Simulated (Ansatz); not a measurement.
```
CELL_PARAMETERS angstrom
     -1.51105     1.60086     3.90929
      1.51105    -1.60086     3.90929
      1.51105     1.60086    -3.90929
ATOMIC_POSITIONS crystal
  Mo 0.00000 0.00000 0.00000
  Si 0.33448 0.33448 0.00000
  Si 0.66552 0.66552 0.00000
```

No spin polarisation.

Method: DFT with r2SCAN, PAW potentials and a 500 eV plane-wave cutoff in Ansatz (a first-principles code), spin-orbit coupling left out. k-mesh 14×14×14 (Γ-centred); smearing 0.05 eV (Fermi–Dirac).

**Question.** Predict the band gap and pressure.

**Answer.** The band gap comes out as zero and the pressure (mean of the normal stresses, compression positive) is 13.9 GPa.

The mesh was chosen for an insulator and is coarse for the gapless case. The cells carry an imposed strain or load. Stability against distortions was not tested. The final runs are not spin-polarised. The cell was made from MoSi$_{2}$ (space group I4/mmm, No. 139) by this change: uniaxial strain ε_xx = −5.61 %.
